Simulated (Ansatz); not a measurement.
End structure of Br on the 1x1 (10-10) surface of wurtzite ZnO (cut with top plane O + Zn), one in a 2x1 cell, started at the site 'hollow O-O-Zn-Zn-Zn':

Host crystal: wurtzite ZnO, with a band gap (PBE, scalar-relativistic without spin-orbit coupling).

```xyz
33
Lattice="6.5590 0.0000 0.0000 0.0000 5.2938 0.0000 0.0000 0.0000 28.5000" Properties=species:S:1:pos:R:3 pbc="T T T"
O      1.6397     1.9980     9.5337
O      4.9192     1.9980     9.5337
Zn     1.6397     5.4592     9.8703
Zn     4.9192     5.4592     9.8703
O      0.0000     4.6170    10.4747
O      3.2795     4.6170    10.4747
Zn     0.0000     2.6193    10.3425
Zn     3.2795     2.6193    10.3425
O      0.0000     1.9680    12.3364
O      3.2795     1.9680    12.3364
Zn     0.0000     5.2726    12.4339
Zn     3.2795     5.2726    12.4339
O      1.6397     4.6064    13.3227
O      4.9192     4.6064    13.3227
Zn     1.6397     2.5965    13.2567
Zn     4.9192     2.5965    13.2567
O      1.6829     1.9675    15.1709
O      4.8761     1.9675    15.1709
Zn     1.6576     5.2605    15.2313
Zn     4.9013     5.2605    15.2313
O      0.0000     4.5961    16.0671
O      3.2795     4.6061    16.1462
Zn     0.0000     2.6082    16.0379
Zn     3.2795     2.5990    16.2310
O      0.0000     1.8785    17.8475
O      3.2795     1.9338    18.1757
Zn     0.0000     5.2034    18.0414
Zn     3.2795     5.2120    18.1274
O      1.6285     4.5149    18.7578
O      4.9305     4.5149    18.7578
Zn     1.5380     2.5999    18.9576
Zn     5.0210     2.5999    18.9576
Br     0.0000     2.2012    20.9097
```

Set-up: 33 atoms, 9.4 Å thick at the start under the adsorbate (thin: gaps and levels are the slab's own); mesh 3x4x1; 0.01 eV smearing; dipole correction on; single point; on the structure that PBE left under its start's symmetry; spin-polarised, ending with about 0.9 μB a cell, a value that depends on the mesh; orders that need a larger cell were not tried, no spin-orbit, no U, no dispersion correction. The slab shows no gap over 0.04 eV on its mesh. The program's check for a lower electronic state was not made. At the end it is bonded to 2 Zn. In PBE it is, or lies within 0.03 eV of, the lowest of the starts that converged; the order may differ at this level.

A negative adsorption energy means that the adsorbate is more stable on the surface than in its reference.

Task: Give the change of the step from the bottom to the top vacuum level, against the clean slab at the level Ansatz (a first-principles code) with r2SCAN, at the PBE geometry and the start's symmetry.

Result: 1.12 eV

Task: Predict the work function of the top face from r2SCAN, at the PBE geometry and the start's symmetry.

Result: 7.10 eV

Task: What adsorption energy against ½ Br2(g) at the same level does r2SCAN, at the PBE geometry and the start's symmetry give?

Result: -28 kJ/mol
